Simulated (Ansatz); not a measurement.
The reference is TaN in the rock salt structure (space group Fm-3m, No. 225; a = 4.396 Å).

Structures relaxed with Ansatz (a first-principles code), r2SCAN, PAW, cutoff 500 eV, scalar-relativistic without spin-orbit coupling, earlier PAW set.

Base:

Simulated powder pattern, Cu Kα1, λ = 1.54056 Å (kinematic, ideal powder, no thermal factors, no anomalous dispersion; the 10 strongest lines at most, above 2 %, up to 2θ = 90°):

```tsv
2θ (°)	I/Imax (%)	hkl
35.34	100	(111)
41.03	67	(200)
59.42	45	(220)
71.06	43	(311)
74.75	15	(222)
89.00	7.7	(400)
```

Now apply this change: a hydrostatic pressure of 18 GPa.

Q: Predict the new powder pattern.

A: 
Simulated powder pattern, Cu Kα1, λ = 1.54056 Å (kinematic, ideal powder, no thermal factors, no anomalous dispersion; the 10 strongest lines at most, above 2 %, up to 2θ = 90°):

| 2θ (°) | I/Imax (%) | hkl |
|---|---|---|
| 35.90 | 100 | (111) |
| 41.70 | 67 | (200) |
| 60.44 | 45 | (220) |
| 72.34 | 43 | (311) |
| 76.11 | 15 | (222) |

The indices refer to the base's conventional cell; one index is shown for lines that coincide.

Load acts through the strain it causes; cell and atoms are relaxed under it. Stability against distortions was not tested. Competing high-pressure phases were not computed. The final runs are not spin-polarised. This is not the structure that TaN has at room temperature and ambient pressure.
